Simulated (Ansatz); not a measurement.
A self-consistent single point of MoPb3Cl2O5 (Cmcm, 22 atoms in the cell) with Ansatz (a first-principles code).

Method of the run: PBEsol, default PAW files made with PBE (plane waves; Ansatz).

```
MoPb3Cl2O5
1.0
    2.77085    -6.49515     0.00000
    2.77085     6.49515     0.00000
    0.00000     0.00000    10.90699
Pb Mo O Cl
6 2 10 4
Direct
  0.65064   0.34936   0.46809
  0.34936   0.65064   0.53191
  0.34936   0.65064   0.96809
  0.65064   0.34936   0.03191
  0.10266   0.89734   0.75000
  0.89734   0.10266   0.25000
  0.76550   0.23450   0.75000
  0.23450   0.76550   0.25000
  0.49707   0.03753   0.63002
  0.03753   0.49707   0.36998
  0.50293   0.96247   0.13002
  0.96247   0.50293   0.86998
  0.50293   0.96247   0.36998
  0.96247   0.50293   0.63002
  0.49707   0.03753   0.86998
  0.03753   0.49707   0.13002
  0.89550   0.10450   0.75000
  0.10450   0.89550   0.25000
  0.00000   0.00000   0.50000
  0.00000   0.00000   0.00000
  0.52370   0.47630   0.75000
  0.47630   0.52370   0.25000
```

Reference input (self-consistent single point, DFT, PBEsol, plane waves, default PAW files made with PBE): basis.ecutwfc = 420 eV; kpoints.mp_grid.grid = 4 4 2; hamiltonian.xc = pbesol; hamiltonian.pseudopotentials = {kind: paw} (the program's default PAW files); scf.occupations.method = cold; scf.occupations.width = 0.136 eV. This run's input differs from it in these lines:

Ansatz 0.2 input:
```diff
@@ -30,3 +30,3 @@
 basis:
-  ecutwfc: 420.0 eV
+  ecutwfc: 630.0 eV
 kpoints:
```

Output (repeated stretches shortened):

```
SCF iter   1: F=—  HF=-90184.747659 eV  |F-HF|=—  |Δ(HF+E_count)|=         —  Δρ=1.05e-2  dr2=3.98e-1  ethr=1.77e-3  ⟨swp⟩=6.7  Hψ=7436  notcnv=0
all-band conjugate gradients solve this SCF's bands
preconditioner: auto → Resta (q_TF=auto, 2.438 Å⁻¹)
SCF iter   2: F=—  HF=-90184.672404 eV  |F-HF|=—  |Δ(HF+E_count)|=   7.53e-2  S|Δr|=    0.00e0  Δρ=4.38e-3  dr2=9.74e-2  ethr=1.99e-4  ⟨swp⟩=2.0  Hψ=3285  notcnv=0  defer=147
   [... lines left out ...]
SCF iter   7: F=—  HF=-90184.654724 eV  |F-HF|=—  |Δ(HF+E_count)|=   2.74e-7  S|Δr|=    0.00e0  Δρ=4.33e-5  dr2=8.77e-6  ethr=3.41e-8  ⟨swp⟩=2.0  Hψ=2205  notcnv=0  defer=126
SCF iter   8: F=—  HF=-90184.654731 eV  |F-HF|=—  |Δ(HF+E_count)|=   7.18e-6  S|Δr|=    0.00e0  Δρ=1.10e-5  dr2=7.17e-7  ethr=4.38e-9  ⟨swp⟩=2.0  Hψ=2194  notcnv=0  defer=122
SCF iter   9: F=-90184.654732 eV  HF=-90184.654732 eV  |F-HF|=3.71e-8  |Δ(HF+E_count)|=   6.40e-7  S|Δr|=    0.00e0  Δρ=2.97e-6  dr2=4.87e-8  ethr=5.00e-11  ⟨swp⟩=9.1  Hψ=9610  notcnv=0
SCF 1 converged in 9 iterations: F = -90184.654732 eV  dr2 = 4.87e-8
Stability not checked (fill_not_monotonic)
Free energy (F): -90184.654732 eV
Internal energy: -90184.654732 eV  (E = F + TS)
E sigma→0 (E₀):  -90184.654732 eV
Fermi energy:    8.461271 eV
--- Forces (eV/Å), atoms counted from 1 ---
  atom   1  Pb     0.00000000     0.15907355    -0.01850307
  atom   2  Pb    -0.00000000    -0.15907355     0.01850307
  atom   3  Pb    -0.00000000    -0.15907355    -0.01850307
  atom   4  Pb     0.00000000     0.15907355     0.01850307
  atom   5  Pb     0.00000000     0.16480412     0.00000000
   [... lines left out ...]
  atom  22  Cl     0.00000000    -0.01217041     0.00000000
--- Stress (GPa, compression-positive) ---
        2.473053       0.000000       0.000000
        0.000000       1.647467       0.000000
        0.000000       0.000000       2.299893
  P = ⅓ Tr σ = 2.1401 GPa (21.401 kbar)
  The stress holds the Pulay correction. Without it, at fixed plane waves, as pw.x and ABINIT print it: P = 2.1322 GPa
```

The run converged in 9 iterations. Against the reference run the free energy drops by 3.2 meV/atom, the pressure stays at 2.14 GPa, the largest force hardly changes (0.555 to 0.552 eV/Å) and the gap on the mesh stays at 1.853 eV.

The starting cell comes from a database of published, mostly measured structures (it also holds non-ambient and calculated ones), without a prior relaxation at this level. Its lattice was rescaled by a random factor within 2.5 % of one. Spin-orbit coupling is off. Ansatz's pressure includes its estimate of the finite-basis (Pulay) stress.

Cost on one core of a shared machine: roughly 40 s.
